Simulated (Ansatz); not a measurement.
# Ge (model structure, I-43m, No. 217, 23 atoms in the cell): band gap by level of theory

No measured value is used here.

| level (code) | value (eV) | cell (Å³/atom) |
|---|---|---|
| LDA (Ansatz) | 0.93 (indirect) | 24.31 |
| PBEsol (Ansatz) | 0.95 (indirect) | 25.01 |
| r²SCAN (Ansatz) | 1.24 (indirect) | 25.04 |
| r²SCAN+rVV10 (Ansatz) | … | 24.79 |

What belongs in the gaps?


- r²SCAN+rVV10 (Ansatz, a quantum-chemistry and plane-wave program), value (eV): 1.21 (indirect)

Computed values are for a static lattice. Spin–orbit coupling is included only where a level's name says +SOC; with heavier elements it mostly lowers gaps and can invert bands.  Each level is taken at its own relaxed cell. Cutoffs differ between the levels. Ansatz's density-functional and Hartree–Fock values are scalar-relativistic unless marked +SOC, with PAW data made under PBE.

A model structure was made by putting elements into a prototype or built by hand; it is no filed structure, need not be a known phase, and can be a saddle point held by its symmetry.
